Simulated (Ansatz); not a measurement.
## HfC under a change: C interstitial (started 1.64 Å from the nearest host atom), symmetric start

Start from a 16-atom supercell of HfC in the rock salt structure (space group Fm-3m, No. 225; a = 4.6407 Å) at its relaxed geometry.

Modification: a neutral C interstitial (started 1.64 Å from the nearest host atom), symmetric start, atoms relaxed at fixed cell.

Computed with Ansatz (a quantum-chemistry and plane-wave program) r2SCAN, scalar-relativistic without spin-orbit coupling. k-mesh 6×6×6 (Γ-centred); smearing 0.05 eV (Fermi–Dirac).

```yaml
pressure: 11.3 GPa (base 0.0 GPa)
largest_displacement_of_a_host_atom_from_its_site_in_the_perfect_cell: 0.32 Å
final_site_of_the_added_atom: 2 C at 1.44 Å and 6 Hf at 1.96–2.80 Å
```

Final structure:

```yaml
crystal:
  lattice:
    - [0.00000, 4.64070, 4.64070]
    - [4.64070, 0.00000, 4.64070]
    - [4.64070, 4.64070, 0.00000]
  atoms:
    - { symbol: C, position: [0.00000, 0.00000, 0.03019] }
    - { symbol: C, position: [0.00000, 0.00000, 0.46981] }
    - { symbol: C, position: [0.99595, 0.51021, 0.99692] }
    - { symbol: C, position: [0.00405, 0.48979, 0.50308] }
    - { symbol: C, position: [0.51021, 0.99595, 0.99692] }
    - { symbol: C, position: [0.48979, 0.00405, 0.50308] }
    - { symbol: C, position: [0.50000, 0.50000, 0.98292] }
    - { symbol: C, position: [0.50000, 0.50000, 0.51708] }
    - { symbol: Hf, position: [0.24740, 0.24740, 0.24746] }
    - { symbol: Hf, position: [0.24740, 0.24740, 0.75775] }
    - { symbol: Hf, position: [0.29877, 0.70123, 0.25000] }
    - { symbol: Hf, position: [0.25715, 0.74285, 0.75000] }
    - { symbol: Hf, position: [0.70123, 0.29877, 0.25000] }
    - { symbol: Hf, position: [0.74285, 0.25715, 0.75000] }
    - { symbol: Hf, position: [0.75260, 0.75260, 0.25254] }
    - { symbol: Hf, position: [0.75260, 0.75260, 0.74225] }
    - { symbol: C, position: [0.00000, 0.00000, 0.25000] }
```

In so small a cell the defect repeats every few ångströms: this is an ordered compound, not a dilute defect. The defect started on the symmetric site and kept its symmetry, so it may sit on a saddle. All final runs are without spin polarisation. The defect cell is not spin-polarised.
